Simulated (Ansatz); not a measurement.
# BAs: pressure series

The parent structure is BAs in the zinc blende structure (space group F-43m, No. 216).

```yaml
crystal:
  lattice:
    - [0.00000, 2.40463, 2.40463]
    - [2.40463, 0.00000, 2.40463]
    - [2.40463, 2.40463, 0.00000]
  atoms:
    - { symbol: B, position: [0.00000, 0.00000, 0.00000] }
    - { symbol: As, position: [0.25000, 0.25000, 0.25000] }
```

Cell and atoms are relaxed at each pressure.

Method: PBE (Ansatz, a quantum-chemistry and plane-wave program; PAW; 420 eV plane waves; spin-orbit coupling left out).

| case | band gap | lattice parameter a | smallest direct gap | width of the top valence band |
|---|---|---|---|---|
| base | 1.21 eV | 4.809 Å | 3.26 eV | 5.07 eV |
| pressure −2 GPa | 1.22 eV | 4.834 Å | 3.24 eV | 4.98 eV |
| pressure −1 GPa | 1.22 eV | 4.822 Å | 3.25 eV | 5.02 eV |
| pressure 0.9 GPa | 1.20 eV | 4.799 Å | 3.26 eV | 5.11 eV |
| pressure 2.1 GPa | 1.19 eV | 4.785 Å | 3.28 eV | 5.16 eV |
| pressure 4.5 GPa | 1.18 eV | 4.758 Å | 3.30 eV | 5.26 eV |
| pressure 9 GPa | 1.15 eV | 4.713 Å | 3.33 eV | 5.43 eV |
| pressure 15 GPa | 1.11 eV | 4.661 Å | 3.38 eV | 5.63 eV |
| pressure 22.5 GPa | 1.07 eV | 4.604 Å | 3.43 eV | 5.87 eV |
| pressure 30 GPa | 1.03 eV | 4.554 Å | 3.48 eV | 6.08 eV |

Load acts through the strain it causes; cell and atoms are relaxed under it. No phonon test of stability was made. Competing high-pressure phases were not computed.
